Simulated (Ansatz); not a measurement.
## Rb2NiO2 (I4/mmm, No. 139, 5 atoms in the cell; start COD 1540110)

Computed with r²SCAN in Ansatz (PAW).

Settings: plane-wave cutoff 560 eV, 12×12×12 k mesh, Fermi–Dirac smearing 0.01 eV, spin-polarised with parallel moments, scalar-relativistic PAW data made under PBE.

Cell (relaxed at this level):

```
CELL_PARAMETERS angstrom
     -2.07698     2.07698     6.54397
      2.07698    -2.07698     6.54397
      2.07698     2.07698    -6.54397
ATOMIC_POSITIONS crystal
  Rb 0.34776 0.34776 0.00000
  Rb 0.65224 0.65224 0.00000
  O  0.12867 0.12867 0.00000
  O  0.87133 0.87133 0.00000
  Ni 0.00000 0.00000 0.00000
```
Starting moments (μB, in the order of the record's atoms Rb Rb O O Ni): 0.0 0.0 0.0 0.0 2.0.

For Rb2NiO2 (I4/mmm, No. 139, 5 atoms in the cell; start COD 1540110), the band gap comes out as 1.80 eV and the smallest direct gap on the k points sampled is 1.99 eV. The direct gap at Γ is 2.34 eV.

Note: the magnetic order was assumed, not searched for or taken from measurement; the relaxation could not lower the start's symmetry, so a distorted cell can lie lower; without U or exact exchange, gaps and moments of open d shells tend to come out too small.

Spin–orbit coupling is not included.

The computed numbers hold no vibrational or temperature effects.

It cost about 6 core-minutes (a rough figure) of CPU time.

Ansatz is a first-principles code.
